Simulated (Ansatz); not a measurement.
A computed series for MgS: response to strain

Start from MgS in the rock salt structure (space group Fm-3m, No. 225; a = 5.129 Å). Axes: x, y, z lie along the cube axes.

Strains are applied to the cell and any free atomic positions relax.

Calculations: LDA (Ansatz, a first-principles code, PAW, spin-orbit coupling left out).

Notes on the quantities. energy relative to the base: free energy F; pressure: mean of the normal stresses, compression positive.

```tsv
case	band gap	energy relative to the base	pressure	smallest direct gap
base	2.65 eV	0 meV/atom	0.0 kbar	3.83 eV
tensor shear ε_xy = +1.14 %	2.51 eV	+1.6 meV/atom	0.1 kbar	3.71 eV
tensor shear ε_xy = +1.71 %	2.43 eV	+3.5 meV/atom	0.2 kbar	3.64 eV
tensor shear ε_xy = +0.29 %	2.62 eV	+0.1 meV/atom	0.0 kbar	3.80 eV
tensor shear ε_xy = +1.43 %	2.47 eV	+2.5 meV/atom	0.1 kbar	3.67 eV
tensor shear ε_xy = +0.86 %	?	+0.9 meV/atom	0.0 kbar	?
tensor shear ε_xy = +2.00 %	2.38 eV	+4.8 meV/atom	0.3 kbar	3.60 eV
tensor shear ε_xy = +0.57 %	2.59 eV	+0.4 meV/atom	0.0 kbar	3.77 eV
```

Problem. Some entries are withheld; estimate them.

Solution. 
- tensor shear ε_xy = +0.86 %, band gap: 2.55 eV
- tensor shear ε_xy = +0.86 %, smallest direct gap: 3.74 eV

Stability against distortions was not tested.
